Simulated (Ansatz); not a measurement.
We consider ScF₃ (R-3c, No. 167, 8 atoms in the cell; start mp-1078300), described by PBE0 in Ansatz (PAW).

Run with plane-wave cutoff 500 eV, 6×6×6 k mesh, gaussian smearing 0.02 eV, scalar-relativistic PAW data made under PBE.

Cell (relaxed with r²SCAN):

```yaml
crystal:
  lattice:
    - [2.80767, 1.62101, 4.65658]
    - [-2.80767, 1.62101, 4.65658]
    - [0.00000, -3.24201, 4.65658]
  atoms:
    - { symbol: Sc, position: [0.50000, 0.50000, 0.50000] }
    - { symbol: Sc, position: [0.00000, 0.00000, 0.00000] }
    - { symbol: F, position: [0.69953, 0.25000, 0.80047] }
    - { symbol: F, position: [0.30047, 0.75000, 0.19953] }
    - { symbol: F, position: [0.80047, 0.69953, 0.25000] }
    - { symbol: F, position: [0.19953, 0.30047, 0.75000] }
    - { symbol: F, position: [0.25000, 0.80047, 0.69953] }
    - { symbol: F, position: [0.75000, 0.19953, 0.30047] }
```

Problem. What does this level give for the band gap?

Solution. 
* **band gap**: 9.70 eV (on the SCF k mesh)

Note: cell and atoms aren't relaxed at this level (pressure 0.3 GPa).

A start named mp-… is a Materials Project structure, which need not be a measured phase.

Ansatz is a program for electronic structure.
